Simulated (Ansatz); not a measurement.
The starting structures come from a database of crystals and need not be the phases stable at ambient conditions.

The decay constant κ of evanescent states in the gap governs leakage through a thin film.

Consider the following.

```
CELL_PARAMETERS angstrom
      6.26145     0.00000     0.00000
      0.00000     8.85503     0.00000
      0.00000     4.42751     4.42751
ATOMIC_POSITIONS crystal
  Sb 0.87724 0.12276 0.25448
  Sb 0.37724 0.37724 0.24552
  Sb 0.12276 0.62276 0.50000
  Sb 0.62276 0.87724 0.00000
  Rh 0.50506 0.49494 0.51012
  Rh 0.00506 0.00506 0.98988
  Rh 0.49494 0.99494 0.50000
  Rh 0.99494 0.50506 0.00000
  Se 0.12192 0.87808 0.74384
  Se 0.62192 0.62192 0.75616
  Se 0.87808 0.37808 0.50000
  Se 0.37808 0.12192 0.00000
```

Space group of this cell: P2_13. The cell is taken as given; by r2SCAN its mean pressure is -2.3 GPa.

Transport runs along the normal of the first two printed cell vectors, the (110) plane of the conventional cell.

The gap is the functional's own, uncorrected, and κ follows it; spin-orbit coupling is left out. Mid-gap values are interpolated between the computed energies.

**Question.** State the band gap and the smallest decay constant κ at mid-gap according to Ansatz (a program for electronic structure) with r2SCAN.

**Answer.** Gap 0.84 eV on a 8×8×8 mesh; κ = 0.149 1/Å, at (0.000, 0.250) of the in-plane reciprocal vectors. At the zone centre, at the nearest computed energy, the slowest state has κ = 0.16 1/Å.
